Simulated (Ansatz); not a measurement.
System: 1T (CdI2-type) CaI2. Method: PBE0 in Ansatz (plane waves, PAW).

Numerical settings: plane-wave cutoff 500 eV, 6×6×4 k mesh (along the axes of the cell as run), gaussian smearing 0.02 eV, scalar-relativistic PAW data made under PBE.

Cell (relaxed with r²SCAN):

```yaml
crystal:
  lattice:
    - [2.25953, -3.91361, 0.00000]
    - [2.25953, 3.91361, 0.00000]
    - [0.00000, 0.00000, 7.24270]
  atoms:
    - { symbol: Ca, position: [0.00000, 0.00000, 0.00000] }
    - { symbol: I, position: [0.33333, 0.66667, 0.24325] }
    - { symbol: I, position: [0.66667, 0.33333, 0.75675] }
```

Question: Give the computed band gap.

Answer: 
- band gap: 5.49 eV (on the SCF k mesh)

Note: the cell comes from a level without a dispersion term, which matters for the spacing of layers, chains or molecules; cell and atoms aren't relaxed at this level (largest force component 0.04 eV/Å); the cell has widely spaced layers and the level no dispersion term, so their spacing and the moduli can rest on weak binding.

Spin–orbit coupling is not included; with these elements it can move the gap by several tenths of an eV or more.

Computed values are for the static lattice.

Cost on a shared machine: roughly 5 core-minutes.

Ansatz is a quantum-chemistry and plane-wave program.
